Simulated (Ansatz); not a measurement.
Si_N in beta Si3N4: one set of geometries, relaxed with PBE, evaluated in Ansatz (PAW, plane waves to 420 eV, 500 eV under r2SCAN) with PBE, r2SCAN.

Cell and caveats: 84-site cell; 2×2×2 shifted k-points; start: the N(1,3-fold) site; charged states image-corrected; energies good to tenths of an eV; flagged in the runs: a doubtful potential alignment, a host whose relaxation on this sampling wasn't shown to rest.

| quantity | PBE | r2SCAN |
|---|---|---|
| host gap (eV) | 4.25 | 4.90 |
| ε(+3/+2) above the VBM (eV) | not bound | not settled |
| ε(+2/+1) above the VBM (eV) | not bound | not settled |
| ε(+1/0) above the VBM (eV) | 2.58 | 2.77 |
| carrier at charge +2 | hole in a host band | not settled |
| neutral formation energy against N2 molecule in a box, silicon (eV) | 7.42 | 7.71 |
| largest moment on one atom at charge 0 (μB) | 0.18 | 0.19 |

PBE narrows the gap by 0.65 eV against r2SCAN, the highest level run, and puts the levels 0.19 eV lower above the valence-band maximum on average.

"Not bound" means that the carrier spreads over host band states in this cell; a shallow level, bound over tens of ångströms, can't be resolved here.

Ansatz is an electronic-structure program.
